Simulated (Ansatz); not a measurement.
**cubic SrTiO3 (0 0 1) on germanium (0 0 1) (film strained to the substrate, started from cuts of the bulks and a machine-learned relaxation; metallic at this level, with no gap by band count; slabs Ge12 and Sr3Ti3O9, which can lie off the formulas)**

A periodic stack without vacuum, cubic SrTiO3 (0 0 1) on germanium (0 0 1) (film strained to the substrate, started from cuts of the bulks and a machine-learned relaxation; metallic at this level, with no gap by band count; slabs Ge12 and Sr3Ti3O9, which can lie off the formulas): substrate slab Ge12, film Sr3Ti3O9, surface cells [[1, 0], [1, 1]] and [[0, 1], [-1, 0]], film strained by +3.5 and +3.5 %, outermost planes Ge/Ge and OTi/OSr as cut, which need not be the usual terminations and can put a slab off its formula.

The start was prepared with a machine-learned potential, and the result is one local minimum, with the in-plane cell held and forces under 0.04 eV/Å; the film can end far from its bulk form.

Level of theory: PBE (plane waves to 420 eV, PAW; Ansatz, a quantum-chemistry and plane-wave program). Scalar-relativistic, without spin–orbit coupling; PBE gaps are too small against experiment. Its k-point mesh 6×6×1, Fermi–Dirac width 0.05 eV.

| Item | Result |
|---|---|
| interface area | 16.6 Å² |
| period | 30.52 Å |
| heights between the nearest atoms of the two slabs at the two interfaces | 1.91 and 3.17 Å |
| Ge–Ti contacts across the interfaces within 1.22 times the sum of covalent radii | 2, mean 2.98 Å |
| Ge–Sr contacts across the interfaces within 1.22 times the sum of covalent radii | 1, mean 3.40 Å |
| Ge–O contacts across the interfaces within 1.22 times the sum of covalent radii | 1, mean 1.99 Å |
| two interfaces | unlike, so that offsets are their mean |
| spin-polarised check at this geometry | keeps a moment, energy 0.00 eV |

```xyz
27
Lattice="4.0726 0.0004 0.0542 0.0005 4.0723 -0.0713 1.4271 0.1405 30.5407" Properties=species:S:1:pos:R:3 pbc="T T T"
Ge     3.8693     3.0215     3.0268
Ge     1.8525     2.5919     1.6122
Ge     1.7849     1.0261     5.9429
Ge     3.8408     0.9979     4.5228
Ge     3.7823     3.1167     8.8216
Ge     1.7658     3.0875     7.3412
Ge     1.7058     1.1440    11.7173
Ge     3.7618     1.1075    10.2901
Ge     3.7011     3.1325    14.5952
Ge     1.6843     3.2097    13.1138
Ge     1.6674     1.9462    17.2652
Ge     3.7165     1.1169    16.0980
Sr     3.3079     1.5055    21.2952
Ti     1.2835     3.5848    19.3527
O      3.5903     3.4949    19.3649
O      1.5378     1.4129    19.1797
O      5.5900     3.5269    21.2304
Sr     3.2100     1.5431    25.1802
Ti     5.3137     3.4741    23.2681
O      3.4789     3.5782    23.1441
O      5.4705     1.5645    23.1863
O      5.4930     3.5882    25.1062
Sr     3.1116     1.7087    28.9194
Ti     5.2356     3.7155    27.1865
O      3.3697     3.6078    27.0480
O      5.3604     1.5553    27.1057
O      5.4309     3.6317    28.9927
```
